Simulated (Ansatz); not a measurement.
Start from HfN in the rock salt structure (space group Fm-3m, No. 225; relaxed with 0.1 eV smearing).

```yaml
crystal:
  lattice:
    - [0.00000, 2.27408, 2.27408]
    - [2.27408, 0.00000, 2.27408]
    - [2.27408, 2.27408, 0.00000]
  atoms:
    - { symbol: Hf, position: [0.00000, 0.00000, 0.00000] }
    - { symbol: N, position: [0.50000, 0.50000, 0.50000] }
```

The values are results of PBE in Ansatz (plane waves to 420 eV, PAW, spin-orbit coupling left out), not measurements.

Strains are applied to the cell and any free atomic positions relax.

One change was made to it. Results:

```json
[
 {"quantity": "pressure", "base": "0.0 GPa", "after": "-19.3 GPa"},
 {"quantity": "energy relative to the base (free energy F)", "base": "0 meV/atom", "after": "+71 meV/atom"}
]
```

Name the change that was made.
(A) isotropic strain +2.00 %
(B) isotropic strain −0.50 %
(C) isotropic strain −2.00 %
(D) isotropic strain +2.50 %
(E) isotropic strain +3.00 %

E, isotropic strain +3.00 %. For comparison, the energy relative to the base in the other runs: isotropic strain +2.50 % gives +50 meV/atom; isotropic strain −0.50 % gives +2.2 meV/atom; isotropic strain −2.00 % gives +37 meV/atom; isotropic strain +2.00 % gives +33 meV/atom.

Stability against distortions was not tested. The final runs are not spin-polarised. An odd electron count without spin: HfN.

Ansatz is a first-principles code.
